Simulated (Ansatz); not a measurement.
GaAs (model structure, within 0.1 Å of P6₄22, No. 181, 6 atoms in the cell), treated with r²SCAN in Ansatz (PAW).

Settings: plane-wave cutoff 560 eV, 18×18×6 k mesh (along the axes of the cell as run), Fermi–Dirac smearing 0.05 eV, scalar-relativistic PAW data made under PBE.

Cell (relaxed at this level):

```
GaAs
1.0
    4.02375     0.00000     0.00000
   -2.01188     3.48467     0.00000
    0.00000     0.00000     8.85911
Ga As
3 3
Cartesian
 -1.00551   1.74160   5.90608
  1.00637   1.74308   0.00000
  2.01102   0.00000   2.95304
 -1.00575   1.74201   1.47652
  1.00613   1.74267   4.42956
  2.01149   0.00000   7.38260
```

Estimate the band gap, direct gap at Γ and bulk modulus that the calculation returns.


* **band gap**: 0.03 eV (under three smearing widths, so not firm)
* **direct gap at Γ**: 0.27 eV
* **bulk modulus**: 75.9 GPa

Note: the bulk modulus is −V dP/dV from two relaxed cells at ±2 % in volume.

Spin–orbit coupling is not included; it can close the smallest gap of 0.03 eV.

Static lattice: no zero-point or thermal effects.

Computing time: about 23 core-minutes (a rough figure).

A model structure was made by putting elements into a prototype or built by hand; it is no filed structure, need not be a known phase, and can be a saddle point held by its symmetry.

Ansatz is a program for electronic structure.
